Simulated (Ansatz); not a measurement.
# Ce in the fcc (Cu type) structure (space group Fm-3m, No. 225)

```
Ce
1.0
    0.00000     2.36582     2.36582
    2.36582     0.00000     2.36582
    2.36582     2.36582     0.00000
Ce
1
Direct
  0.00000   0.00000   0.00000
```

Computed with PBE/PAW in Ansatz (a first-principles code), without spin-orbit coupling, earlier PAW set. k-mesh 17×17×17 (Γ-centred); smearing 0.05 eV (Fermi–Dirac).

The volume per atom comes out as 26.48 Å³, the density is 8.79 g/cm³ and the band gap is zero. The total energy is -6575.811 eV/atom (σ→0; compares only within this code and set-up).

The 4f electrons are in the valence with no U and their state was not checked, so volumes and moments can be off. Stability against distortions was not tested. Seeded moments were not kept for the base. All final runs are without spin polarisation.
